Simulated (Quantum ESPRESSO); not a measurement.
Several settings converged on SbAs (R3m, 2 atoms in the cell)

```
CELL_PARAMETERS angstrom
      2.02662     1.17007     3.70544
     -2.02662     1.17007     3.70544
      0.00000    -2.34014     3.70544
ATOMIC_POSITIONS crystal
  Sb 0.23360 0.23360 0.23360
  As 0.77090 0.77090 0.77090
```

Base method: LDA (PZ), GBRV 1.5 ultrasoft (LDA) pseudopotentials (plane waves; Quantum ESPRESSO).

Base settings: ecutwfc = 40 Ry; ecutrho = 200 Ry; occupations = smearing; smearing = fd; degauss = 0.0073499 Ry; potentials = {Sb: sb_lda_v1.4.uspp.F.UPF, As: as_lda_v1.uspp.F.UPF}; K_POINTS = automatic 7 7 7 0 0 0; conv_thr = 1e-09 Ry; mixing_beta = 0.4.

The count of work is k-points × plane waves × bands × iterations; it is no time. Core times come from one kind of shared machine, to one figure; runs under 30 s give none.

**The k-point mesh at a smearing width of 0.05 eV**

In this ladder: degauss = 0.0036749 Ry.

The second cell is the first with its lattice scaled by 0.98.

Only quantities that move along the ladder and can be compared are tabulated.

| K_POINTS | free energy less the last step's (meV/atom) | energy of the compressed cell less the first (meV/atom) | pressure (GPa) | largest difference of a force vector from the last step's (eV/Å) | count of work / last | core time / last (rough) |
|---|---|---|---|---|---|---|
| automatic 4 4 4 0 0 0 | -39.12 | -15.78 | -3.55 | 0.226 | 0.010 | – |
| automatic 5 5 5 0 0 0 | -24.06 | -15.21 | -3.48 | 0.117 | 0.016 | – |
| automatic 6 6 6 0 0 0 | -18.20 | -13.45 | -3.30 | 0.068 | 0.028 | – |
| automatic 9 9 9 0 0 0 | -4.47 | -12.45 | -3.18 | 0.002 | 0.074 | 0.1 |
| automatic 13 13 13 0 0 0 | -0.62 | -12.38 | -3.17 | 0.013 | 0.20 | 0.3 |
| automatic 16 16 16 0 0 0 | 0.14 | -12.19 | -3.16 | 0.004 | 0.36 | 0.4 |
| automatic 23 23 23 0 0 0 | 0.00 | -12.30 | -3.16 | 0.000 | 1.0 | 1 |

Coarsest K_POINTS that holds the pressure within 0.2 GPa of the last step, with all finer ones: automatic 6 6 6 0 0 0, at 0.028 of the last step's count of work; the step before is off by 0.31 GPa.

Coarsest K_POINTS that holds the forces within 0.01 eV/Å of the last step, with all finer ones: automatic 16 16 16 0 0 0, at 0.36 of the last step's count of work and about 0.4 of the last step's time; the step before is off by 0.013 eV/Å.

Coarsest K_POINTS that holds the energy of the compressed cell less the first within 1 meV/atom of the last step, with all finer ones: automatic 9 9 9 0 0 0, at 0.074 of the last step's count of work and about 0.1 of the last step's time; the step before is off by 1.2 meV/atom.

The energy difference between the two cells stays within 1 meV/atom of the last step's from automatic 9 9 9 0 0 0 on, the total only from automatic 13 13 13 0 0 0 on: much of the error is common to both cells and cancels.

**The width of Methfessel-Paxton smearing**

In this ladder: smearing = mp; K_POINTS = automatic 12 12 12 0 0 0.

Narrow widths need finer meshes than wide ones, so the last steps can hold mesh noise.

Only quantities that move along the ladder and can be compared are tabulated; pressure and forces are left out, as mesh noise rules them at narrow widths.

```tsv
degauss	free energy less the last step's (meV/atom)	core time / last (rough)
0.073499 Ry	20.48	0.7
0.036749 Ry	3.11	0.7
0.02205 Ry	0.37	1
0.0073499 Ry	0.00	1
```

Widest degauss that holds the free energy within 1 meV/atom of the last step, with all finer ones: 0.02205 Ry; the step before is off by 3.1 meV/atom.

On the base run: the starting cell comes from a database of computed structures (which also holds hypothetical and non-ambient phases and stackings), without a prior relaxation at this level. Its lattice was rescaled by up to half a per cent. One atom was moved a little off its site on purpose. In the base run, with a pressure of about -3 GPa the cell is away from its equilibrium volume at this level. The run gives no clean gap (levels at the Fermi energy touch, overlap or are partly filled at this smearing), which alone does not show that the compound is a metal.

Left out of this page: 2 runs of the series outside the window shown, repeating another row's setting, or not comparable.
